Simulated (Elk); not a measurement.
A self-consistent single point of ScIn (P4/mmm, 2 atoms in the cell) with Elk.

Method of the run: PBEsol, all-electron FP-LAPW, Elk's shipped species files, APW+lo basis with extra local orbitals in Elk 10.2.4.

The change in words: lattice scaled by 0.98. Reference geometry:
```xyz
2
Lattice="3.2441 0.0000 0.0000 0.0000 3.2441 0.0000 0.0000 0.0000 4.4472" Properties=species:S:1:pos:R:3 pbc="T T T"
Sc     0.0000     0.0000     0.0000
In     1.6221     1.6221     2.2236
```
Moments meant for the start (each program seeds them in its own way; μB, in the order of the atoms Sc In): 1.0 0.0.

Reference input (self-consistent single point, DFT, PBEsol, all-electron FP-LAPW, Elk's shipped species files, APW+lo basis with extra local orbitals): xctype = 22; spinpol = true; rgkmax = 7.5; stype = 0; swidth = 0.00734986 Ha; ngridk = 8 8 6; reducebf = 0.7; gmaxvr = 14 1/bohr; nxlo = 2; lorbcnd = true; lmaxi = 2; nempty = 10 per atom. This run's input differs from it in these lines:

```diff
@@ -43,5 +43,5 @@
 avec
-    3.2441420000    0.0000000000    0.0000000000
-    0.0000000000    3.2441420000    0.0000000000
-    0.0000000000    0.0000000000    4.4471880000
+    3.1792590000    0.0000000000    0.0000000000
+    0.0000000000    3.1792590000    0.0000000000
+    0.0000000000    0.0000000000    4.3582440000
```

Log, with long lists cut:

```
│ Self-consistent loop started │
│ Loop number : 1 │
 total energy                :     -6642.41924225
 total moment                :   0.6830476846
│ Loop number : 2 │
 total energy                :     -6642.55838918
 total moment                :   0.6797717707
RMS change in Kohn-Sham potential (target) :    2.692192475     (  0.1000000000E-05)
Absolute change in total energy (target)   :   0.1391469276     (  0.1000000000E-03)
│ Loop number : 3 │
 total energy                :     -6642.48874882
 total moment                :   0.4043590681
RMS change in Kohn-Sham potential (target) :    1.535578217     (  0.1000000000E-05)
   [... lines left out ...]
│ Loop number : 27 │
 total energy                :     -6644.03461039
 total moment                :  -0.1561519400E-02
RMS change in Kohn-Sham potential (target) :   0.1955126054E-05 (  0.1000000000E-05)
Absolute change in total energy (target)   :   0.2721720193E-04 (  0.1000000000E-03)
│ Loop number : 28 │
 total energy                :     -6644.03464427
 total moment                :  -0.2487779094E-03
RMS change in Kohn-Sham potential (target) :   0.4543371039E-06 (  0.1000000000E-05)
Absolute change in total energy (target)   :   0.2706904525E-04 (  0.1000000000E-03)
Convergence targets achieved

│ Loop number : 29 │

Energies :
 Fermi                       :     0.257674503337
 xc effective B-field        :    -0.203455023858E-07
 external B-field            :      0.00000000000
 total energy                :     -6644.03465564
 (external B-field energy excluded from total)

Density of states at Fermi energy :    55.25363750
 (states/Hartree/unit cell)

Estimated indirect band gap :   0.9555827870E-03
 from k-point     32 to k-point     47
Estimated direct band gap   :   0.9570215663E-02
 at k-point     25

Charges :
 core                        :    40.00000000
 valence                     :    30.00000000
 interstitial                :    3.383141664
 muffin-tins (core leakage)
  species :    1 (Sc)
   atom    1                 :    19.12557225     (  0.3331813048E-08)
  species :    2 (In)
   [... lines left out ...]
 total charge                :    70.00000000
 error                       :   0.4148824515E-02

Moments :
 interstitial                :  -0.3167812671E-03
 muffin-tins
  species :    1 (Sc)
   atom    1                 :  -0.5590544190E-03
  species :    2 (In)
   atom    1                 :   0.3575356539E-05
 total in muffin-tins        :  -0.5554790624E-03
 total moment                :  -0.8722603296E-03

│ Self-consistent loop stopped │
```

The run converged in 29 iterations. The count includes the last loop, which Elk runs after its targets are met. Against the reference run the total energy goes down by 28.6 meV/atom.

The starting cell comes from a database of computed structures (which also holds hypothetical and non-ambient phases and stackings), without a prior relaxation at this level. Its lattice was rescaled by a random factor within 2.5 % of one. For this run, on top of that: lattice scaled by 0.98. The starting moments vanished: the run ended non-magnetic. Values depend on the basis (sphere radii, cutoffs, local orbitals), which need not be converged. The log's line on a gap gives a spacing of levels on this mesh, which the program prints for metals too.

Cost on one core of a shared machine: roughly 2 min.
